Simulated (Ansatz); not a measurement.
The reference is Zn in the hcp (Mg type) structure (space group P6_3/mmc, No. 194; a = 2.6358 Å, c = 4.6573 Å).

Level of theory: PBEsol, PAW, 420 eV (Ansatz, a first-principles code; no spin-orbit coupling).

Before the change:

The density is 7.75 g/cm³. The largest site moment is 0.00 μB and the magnetic state comes out as not spin-polarised.

Now apply this change: every Zn is replaced by Ni, then cell and atoms are relaxed.

What happens to the density, largest site moment and magnetic state?

The density grows by 1.61 g/cm³, from 7.75 g/cm³ to 9.36 g/cm³; the largest site moment goes from zero to 0.66 μB; the magnetic state goes from not spin-polarised to ferromagnetic.

The magnetic state is the one reached from the starting moments; the real material's order can differ, and small cells can't hold many antiferromagnetic ones. Whether these cells are dynamically stable was not tested. This is not the structure that Ni has at room temperature and ambient pressure.
